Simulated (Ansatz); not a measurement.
Base system: As (space group I4_132, No. 214; a = 6.901 Å; a hypothetical phase, not in the database extracts checked; relaxed with 0.1 eV smearing). Axes: x, y, z lie along the cube axes.

Structures relaxed with PBEsol (Ansatz, a program for electronic structure; PAW; 420 eV plane waves; no SOC).

Base:

Simulated powder pattern, Co Kα, λ = 1.79026 Å (kinematic, ideal powder, no thermal factors, no anomalous dispersion; the 10 strongest lines at most, above 2 %, up to 2θ = 90°):

```json
[
 {"2θ (°)": "21.14", "I/Imax (%)": "100", "hkl": "(110)"},
 {"2θ (°)": "37.05", "I/Imax (%)": "48", "hkl": "(211)"},
 {"2θ (°)": "48.43", "I/Imax (%)": "23", "hkl": "(310)"},
 {"2θ (°)": "53.40", "I/Imax (%)": "23", "hkl": "(222)"},
 {"2θ (°)": "58.07", "I/Imax (%)": "27", "hkl": "(321)"},
 {"2θ (°)": "62.51", "I/Imax (%)": "11", "hkl": "(400)"},
 {"2θ (°)": "66.77", "I/Imax (%)": "13", "hkl": "(411)"},
 {"2θ (°)": "74.94", "I/Imax (%)": "6.4", "hkl": "(332)"},
 {"2θ (°)": "82.81", "I/Imax (%)": "15", "hkl": "(431)"}
]
```

After one change:

Simulated powder pattern, Co Kα, λ = 1.79026 Å (kinematic, ideal powder, no thermal factors, no anomalous dispersion; the 10 strongest lines at most, above 2 %, up to 2θ = 90°):

```csv
2θ (°),I/Imax (%)
21.57,100
37.83,48
49.47,22
54.57,22
59.35,26
63.92,11
68.31,13
76.73,6.4
84.87,15
```

Task: Which change produced these results?
(A) isotropic strain −1.98 %
(B) isotropic strain −1.81 %
(C) biaxial strain +4.59 %, plane normal [110], relaxed out of plane
(D) isotropic strain +5.88 %

Result: A, isotropic strain −1.98 %. Its volume per atom is 38.69 Å³ against 41.09 Å³, and its space group is I4_132 (No. 214).

No phonon test of stability was made.
